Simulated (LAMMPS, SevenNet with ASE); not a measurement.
Ag (fcc) at 300 K and zero pressure, started from the crystal, with several potentials, in cells of their own sizes.

Interatomic potentials used:
- EAM-type universal-3 set of Foiles, Baskes and Daw: classical MD, pair style eam, the elements' _u3.eam files (universal-3 set of Foiles, Baskes and Daw) (LAMMPS); Foiles et al, Phys Rev B, 33, 7983 (1986)
- MEAM library.meam-Ag: classical MD, pair style meam, file library.meam (library.meam-Ag) (LAMMPS); Baskes, Phys Rev B, 46, 2727-2742 (1992)
- SevenNet-0: machine-learned potential SevenNet-0 (11 Jul 2024), trained on MPtrj (PBE and PBE+U) (SevenNet with ASE)

```csv
potential,state,volume,first peak of g(r),coordination number,mean phonon frequency
"EAM-type universal-3 set of Foiles, Baskes and Daw",crystal; no diffusion seen in 30 ps,17.4101 ± 0.0003 Å³/atom,"2.90 Å, height 7.8",12.0 (counted to 3.50 Å),3.4 THz
MEAM library.meam-Ag,crystal; no diffusion seen in 30 ps,17.1349 ± 0.0004 Å³/atom,"2.89 Å, height 7.6",12.0 (counted to 3.46 Å),3.5 THz
SevenNet-0,crystal; no diffusion seen in 20 ps,18.473 ± 0.003 Å³/atom,"2.95 Å, height 6.3",12.0 (counted to 3.58 Å),2.9 THz
```

Caution: the potential MEAM library.meam-Ag is a first-neighbour MEAM set with a 4 Å cutoff, used here without a parameter file and away from the static properties it was fitted to.

Caution (row SevenNet-0): the cell's angles are held, and a cubic cell stays cubic.

States go by the mean squared displacement: a species diffuses where it passes 1.5 Å², still rises and gives D over 1e-6 cm²/s; a crystal has left its structure where atoms lie 0.35 Å off their sites on average or a cubic box changes its shape by 3 %, or the axial ratios of another lie 8 % off the starting cell's, which the potential's own relaxation can also do.

Uncertainties are statistical and leave out the potential's own error.
